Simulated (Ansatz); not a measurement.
BaZrO3 (Pm-3m), PBEsol, rigid bands (Ansatz, an electronic-structure program): N_v = 4.41e20 cm⁻³ at 300 K and a hole conductivity mass of 1.99 mₑ.

Task: For 1e17 holes per cm³ at 300 K, place the Fermi level, estimate the Seebeck coefficient of a parabolic band with constant τ, and give mobility and conductivity for τ = 5 fs.

Result: The level lies k_BT ln(N_v/p) = 0.217 eV above the valence-band maximum. S ≈ +(k_B/e)[ln(N_v/p) + 5/2] = 939 μV/K, against 939 μV/K from the full bands (mean over directions). μ = eτ/m = 4.42 cm²/(V·s) and σ = peμ = 0.0708 S/cm. τ is assumed, not computed.

Band transport and this doping are assumed; polarons and phonon drag are left out. Spin-orbit coupling is left out; where it splits the top of the valence band, N_v and the p-type Seebeck coefficient come out somewhat high without it.
